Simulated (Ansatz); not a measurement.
The reference is YP in the zinc blende structure (space group F-43m, No. 216; a hypothetical phase, not in the database extracts checked).

```xyz
2
Lattice="0.0000 3.1449 3.1449 3.1449 0.0000 3.1449 3.1449 3.1449 0.0000" Properties=species:S:1:pos:R:3 pbc="T T T"
P      1.5725     1.5725     1.5725
Y      0.0000     0.0000     0.0000
```

Cartesian axes are those of the cell as printed.

Computed with Kohn–Sham DFT with the PBE functional, run in Ansatz (a quantum-chemistry and plane-wave program) with PAW and 420 eV plane waves, scalar-relativistic without spin-orbit coupling.

The change: the cell is stretched by 2.87 % along y with no lateral relaxation; the atoms relax in the strained cell.

Q: Predict the stress tensor and what it implies for the stiffness.

A: Stress of the strained cell less that of the base (GPa, compression positive):
```
  -1.40    0.00    0.00
   0.00   -1.78    0.00
   0.00    0.00   -1.40
```

Then −Δσ_ii/ε with ε = 0.0287 gives secant stiffness values (nonlinear terms included at this strain): C22 ≈ 62 GPa, C12 ≈ 49 GPa and C23 ≈ 49 GPa.

As a check, the harmonic strain energy −½ V₀ Δσ:ε is 5.0 meV/atom; the computed energy rise is 5.0 meV/atom.

Whether these cells are dynamically stable was not tested.
